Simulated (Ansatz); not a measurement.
InP (model structure, started from the NiAs type, P6₃/mmc, No. 194, 4 atoms in the cell), treated with PBEsol (Ansatz, a first-principles code, PAW).

Settings: plane-wave cutoff 520 eV, 18×18×10 k mesh (along the axes of the cell as run), Fermi–Dirac smearing 0.05 eV, scalar-relativistic PAW data made under PBE.

Cell (relaxed at this level):

```yaml
crystal:
  lattice:
    - [3.81546, 0.00000, 0.00000]
    - [-1.90773, 3.30429, 0.00000]
    - [0.00000, 0.00000, 6.55464]
  atoms:
    - { symbol: In, position: [0.00000, 0.00000, 0.00000] }
    - { symbol: In, position: [0.00000, 0.00000, 0.50000] }
    - { symbol: P, position: [0.33333, 0.66667, 0.25000] }
    - { symbol: P, position: [0.66667, 0.33333, 0.75000] }
```

**Question.** Estimate the bulk modulus that the calculation returns.

**Answer.** 
* **bulk modulus**: 81.6 GPa

The run finds no gap.

Note: the bulk modulus is −V dP/dV from two relaxed cells at ±2 % in volume; the relaxation could raise the start's symmetry but not lower it, so the cell can be a saddle point.

Spin–orbit coupling is not included; it can open a gap where bands touch, and shift volumes and moduli.

Computed values are for the static lattice.

It cost around 110 core-seconds (rough) of CPU time.

A model structure was made by putting elements into a prototype or built by hand; it is no filed structure, need not be a known phase, and can be a saddle point held by its symmetry.
